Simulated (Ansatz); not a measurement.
# What La → Ce does to La

Take La (space group P6_3/mmc, No. 194; a = 3.7703 Å, c = 12.0810 Å) as the base.

One thing is altered: every La is replaced by Ce, then cell and atoms are relaxed.

Method: DFT with PBE, PAW potentials and a 420 eV plane-wave cutoff in Ansatz (a program for electronic structure), scalar-relativistic without spin-orbit coupling. k-mesh 16×16×5 (Γ-centred); smearing 0.05 eV (Fermi–Dirac), for the changed cell.

The volume per atom falls by 10.18 Å³, from 37.18 Å³ to 27.00 Å³ and the density goes up by 2.413 g/cm³ (6.20 g/cm³ → 8.62 g/cm³). The lattice parameter a drops by 0.410 Å, from 3.770 Å to 3.360 Å and the c/a ratio increases by 0.083 to 3.287. The space group stays P6_3/mmc (No. 194) and the shortest interatomic distance drops by 0.363 Å, from 3.723 Å to 3.360 Å. The band gap remains zero.

The 4f electrons are in the valence with no U and their state was not checked, so volumes and moments can be off. Whether these cells are dynamically stable was not tested. Starting moments died away, wholly or in part, for La → Ce; another magnetic solution may exist. All final runs are without spin polarisation.
